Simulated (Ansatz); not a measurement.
# PbSe (model structure, started from the PtS type, P4₂/mmc, No. 131, 4 atoms in the cell): properties by level of theory

| level (code) | lattice parameter a (Å) | c axis length (Å) | enthalpy of formation (eV/atom) |
|---|---|---|---|
| PBE (Ansatz) | … | 8.250 | -0.166 |
| PBEsol (Ansatz) | … | 8.256 | -0.086 |
| PBE-D3(BJ) (Ansatz) | 4.160 | 8.329 | -0.092 |

Some entries are withheld; supply them.


- PBE (Ansatz, a program for electronic structure), lattice parameter a (Å): 4.265
- PBEsol (Ansatz), lattice parameter a (Å): 4.071

Caveats: a distance lies near a switch of the dispersion term, which can move the cell (PBE-D3(BJ)). Ansatz's density-functional and Hartree–Fock values are scalar-relativistic unless marked +SOC, with PAW data made under PBE.

Static lattice: no zero-point or thermal effects.

A model structure was made by putting elements into a prototype or built by hand; it is no filed structure, need not be a known phase, and can be a saddle point held by its symmetry.
